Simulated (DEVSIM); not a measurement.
System: Si p-n junction from an implanted or diffused profile, at 350 K.

```
layer (left to right)  material  thickness (μm)  Nd (cm⁻³)  τn (s)  τp (s)
---------------------  --------  --------------  ---------  ------  ------
1                            Si            62.0     5.9e16  3.3e-7  3.3e-7
```

Added acceptor profile: 2.8e18 cm⁻³ × exp(−(x − 0 μm)²/(2·(0.087 μm)²)). Left contact: ohmic. Right contact: ohmic. Voltage is applied to the left contact. Recombination: SRH at mid-gap, radiative. Mobility is constant in doping. Where it depends on doping, it is μmin + (μ − μmin)/(1 + (N/Nref)^α).

The device is made up for the run: typed textbook-type constants, with dimensions and the other settings drawn at random. Values at 300 K; Nc and Nv go as T^1.5, mobilities as T to minus their exponent, the gap by Varshni's rule with the affinity fixed. The table also holds parameters that only a changed run uses.

```tsv
parameter	Si
gap (eV)	1.124
affinity (eV)	4.05
permittivity	11.7
Nc (cm⁻³)	2.86e19
Nv (cm⁻³)	3.1e19
μn (cm²/Vs)	1417
μp (cm²/Vs)	470
μn,min	52
μp,min	45
Nref,n	9.7e16
Nref,p	2.2e17
αn	0.68
αp	0.72
T exponent of μn	2.3
T exponent of μp	2.2
B (cm³/s)	4.7e-15
Cn (cm⁶/s)	2.8e-31
Cp (cm⁶/s)	9.9e-32
Varshni α (eV/K)	0.000473
Varshni β (K)	636
```

Simulated with DEVSIM: 1D drift-diffusion, Boltzmann statistics, complete ionisation; no tunnelling, impact ionisation, image-force lowering or self-heating.

Base results: potential step across the device at zero bias (V) 0.837; dark forward voltage at 100 A/cm² (V) 0.728; dark forward voltage at 1 A/cm² (V) 0.528.

Problem. What follows from this one change: straggle of the profile 0.087 → 0.17 μm?

Solution. potential step across the device at zero bias little changed (0.837 V); dark forward voltage at 100 A/cm² 0.728 → 0.742 V; dark forward voltage at 1 A/cm² 0.528 → 0.545 V.

Problem. What follows from this one change: doping Nd of layer 1 5.9e+16 → 1.8e+16 cm^-3?

Solution. potential step across the device at zero bias 0.837 → 0.802 V; dark forward voltage at 100 A/cm² 0.728 → 0.805 V; dark forward voltage at 1 A/cm² little changed (0.525 V).

Problem. What follows from this one change: peak of the profile 2.8e+18 → 2.8e+17 cm^-3?

Solution. potential step across the device at zero bias 0.837 → 0.761 V; dark forward voltage at 100 A/cm² 0.728 → 0.651 V; dark forward voltage at 1 A/cm² 0.528 → 0.445 V.

Problem. What follows from this one change: temperature 350 → 250 K?

Solution. potential step across the device at zero bias 0.837 → 0.962 V; dark forward voltage at 100 A/cm² 0.728 → 0.861 V; dark forward voltage at 1 A/cm² 0.528 → 0.732 V.

Problem. What follows from this one change: doping-dependent mobility in place of the constant one?

Solution. potential step across the device at zero bias little changed (0.837 V); dark forward voltage at 100 A/cm² 0.728 → 0.796 V; dark forward voltage at 1 A/cm² 0.528 → 0.574 V.
